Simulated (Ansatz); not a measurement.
Consider Zn in the hcp (Mg type) structure (space group P6_3/mmc, No. 194; a = 2.647 Å, c = 4.679 Å).

The other end (x = 1) is Cu in the hcp (Mg type) structure (space group P6_3/mmc, No. 194; a model cell, its experimental status unchecked): 11.45 Å³/atom, gap zero; this end may not be an ambient phase.

All numbers come from r2SCAN (Ansatz, a quantum-chemistry and plane-wave program, PAW, spin-orbit coupling left out).

Cu replaces a fraction x of Zn; each row is one arrangement (x, atoms in the cell, starting space group or random), fully relaxed.

One change was made to it. Results:

```json
[
 {"quantity": "mixing energy (to 0.01 eV only: unlike meshes or grids) (against an end that may be hypothetical)", "base": "–", "after": "-0.10 eV/atom"},
 {"quantity": "deviation of the volume from the linear (Vegard-type) interpolation", "base": "–", "after": "-2.9 %"},
 {"quantity": "shortest interatomic distance", "base": "2.647 Å", "after": "2.584 Å"}
]
```

Task: Which change produced these results?
A) x(Cu) = 0.333, 6 atoms, R32
B) x(Cu) = 0.375, 8 atoms, Cmm2
C) x(Cu) = 0.375, 8 atoms, Pmm2
D) x(Cu) = 0.5, 8 atoms, Amm2

Result: B, x(Cu) = 0.375, 8 atoms, Cmm2. For comparison, the shortest interatomic distance in the other runs: x(Cu) = 0.333, 6 atoms, R32 gives 2.596 Å; x(Cu) = 0.375, 8 atoms, Pmm2 gives 2.521 Å; x(Cu) = 0.5, 8 atoms, Amm2 gives 2.563 Å.

These are small ordered cells, not random alloys; other orderings at the same x differ. Whether these cells are dynamically stable was not tested. The final runs are not spin-polarised. This is not the structure that Cu has at room temperature and ambient pressure.
